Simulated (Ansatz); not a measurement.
Here is the system:

End structure of the (111) surface of rock-salt TiC in its 1x1 cell (cut with top plane C, bottom plane C), outermost plane spacing 1.25 Å in the ideal cut (one of several cuts of this face), with 1 C a cell over the bulk's ratio:

```
CELL_PARAMETERS angstrom
      3.06391     0.00000     0.00000
     -1.53196     2.65343     0.00000
      0.00000     0.00000    26.50000
ATOMIC_POSITIONS crystal
  C  0.66667 0.33333 0.31593
  Ti 0.33333 0.66667 0.35799
  C  0.00000 0.00000 0.40555
  Ti 0.66667 0.33333 0.45286
  C  0.33333 0.66667 0.50000
  Ti 0.00000 0.00000 0.54714
  C  0.66667 0.33333 0.59445
  Ti 0.33333 0.66667 0.64201
  C  0.00000 0.00000 0.68407
```

Set-up: 9 atoms, C5Ti4, 10.0 Å thick at the start (thin: gaps and levels are the slab's own); mesh 14x14x1; 0.1 eV smearing; dipole correction on; single point; on the structure that PBE left under its start's symmetry; no spin, no spin-orbit, no U.

### Question
Give the work function of the top face at the level r2SCAN, at the PBE geometry (Ansatz, an electronic-structure program).

### Answer
6.86 eV
